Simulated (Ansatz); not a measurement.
The structure below was relaxed with PBEsol (Ansatz, a quantum-chemistry and plane-wave program), no SOC, at pressure 4.5 GPa.

```
YN
1.0
    0.00000     2.40798     2.40798
    2.40798     0.00000     2.40798
    2.40798     2.40798     0.00000
Y N
1 1
Direct
  0.00000   0.00000   0.00000
  0.50000   0.50000   0.50000
```

### Question
Find the space group and the Wyckoff positions.

### Answer
Space group Fm-3m (No. 225); a = b = c = 4.816 Å, α = β = γ = 90.00°

```
atom  site  symmetry       x       y       z
----  ----  --------  ------  ------  ------
Y       4a      m-3m  0.0000  0.0000  0.0000
N       4b      m-3m  0.5000  0.5000  0.5000
```

### Question
Describe the coordination.

### Answer
The crystal has 8 atoms in its conventional cell. Conventional cell: a = b = c = 4.816 Å, α = β = γ = 90.00°. Y is coordinated by 6 N at 2.408 Å (octahedral). N is surrounded by 6 Y at 2.408 Å (octahedral). (Neighbours: up to the widest gap in distance over summed covalent radii, below 1.35, at either atom; cation-cation and far metal-metal contacts left out.)

Load acts through the strain it causes; cell and atoms are relaxed under it. No phonon test of stability was made. All final runs are without spin polarisation. The cell was made from YN in the rock salt structure (space group Fm-3m, No. 225) by this change: pressure 4.5 GPa.
